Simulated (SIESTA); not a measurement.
Band structure of SnHgF6 (R-3, 8 atoms in the cell).

```
SnHgF6
1.0
    2.61490     1.50972     5.09946
   -2.61490     1.50972     5.09946
    0.00000    -3.01943     5.09946
Sn Hg F
1 1 6
Direct
  0.00000   0.00000   0.00000
  0.50000   0.50000   0.50000
  0.06900   0.38652   0.77194
  0.93100   0.61348   0.22806
  0.77194   0.06900   0.38652
  0.22806   0.93100   0.61348
  0.38652   0.77194   0.06900
  0.61348   0.22806   0.93100
```

Method: GGA PBEsol, numerical atomic orbitals DZP, PseudoDojo PBEsol standard norm-conserving potentials (rewritten from UPF to PSML) in SIESTA 5.4.2.

Settings: XC.functional = GGA; XC.authors = PBEsol; potentials = PseudoDojo PBEsol standard; PAO.BasisSize = DZP; PAO.EnergyShift = 0.01 Ry; MeshCutoff = 300 Ry; kgrid.MonkhorstPack = 5 5 5; OccupationFunction = FD; ElectronicTemperature = 10 meV; MaxSCFIterations = 150; SCF.Mixer.Method = Broyden; SCF.Mixer.Weight = 0.1; SCF.Mixer.History = 6; SCF.DM.Tolerance = 1.0E-05.

The starting cell comes from a database of computed structures (which also holds hypothetical and non-ambient phases and stackings), without a prior relaxation at this level. Spin-orbit coupling is off. Values carry the incompleteness of an atom-centred basis.

### Question
Predict the gap along the standard path and the places of the band edges.

### Answer
The gap along the path is 2.97 eV, direct at Γ to within 0.01 eV.

Levels in eV from the top of the valence band on the path, bands 35 to 39:
| point | 35 | 36 | 37 | 38 | 39 |
|---|---|---|---|---|---|
| Γ | -0.80 | -0.80 | 0.00 | 0.00 | 2.97 |
| L | -0.70 | -0.69 | -0.34 | -0.08 | 4.86 |
| B1 | -0.68 | -0.58 | -0.15 | -0.04 | 5.21 |
| B | -0.68 | -0.58 | -0.15 | -0.04 | 5.21 |
| Z | -0.71 | -0.71 | -0.23 | -0.23 | 4.71 |
| X | -0.69 | -0.58 | -0.09 | -0.07 | 5.15 |
| Q | -0.69 | -0.58 | -0.09 | -0.07 | 5.15 |
| F | -0.74 | -0.56 | -0.04 | -0.03 | 4.97 |
| P1 | -0.72 | -0.58 | -0.17 | -0.05 | 5.11 |
| P | -0.72 | -0.58 | -0.17 | -0.05 | 5.11 |

Higher empty bands are left out: an atom-centred basis made for the valence describes them poorly.
